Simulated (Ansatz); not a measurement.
The starting structures come from a database of crystals and need not be the phases stable at ambient conditions.

By PBEsol, the system below comes out a metal.

Crystal: Sc₃Al (P6_3/mmc, not sure to be the ambient phase, 8 atoms a cell, 21.9 Å³ an atom, -3 GPa at this level); planes in its conventional cell.

These are PBEsol (plane waves, PAW; Ansatz, a program for electronic structure) values and carry that method's errors.

G/A = (e²/h) × open channels of both spins per area, as a mean over 0.1 eV about the Fermi level, without spin-orbit coupling, for the cells as given.

```tsv
plane	area (Å²)	G/A (10¹⁵ S/m²)
(110)	55.5	0.49
(001)	34.5	___
```

**Question.** Complete the blanks.

**Answer.** 
- (001), G/A (10¹⁵ S/m²): 0.70
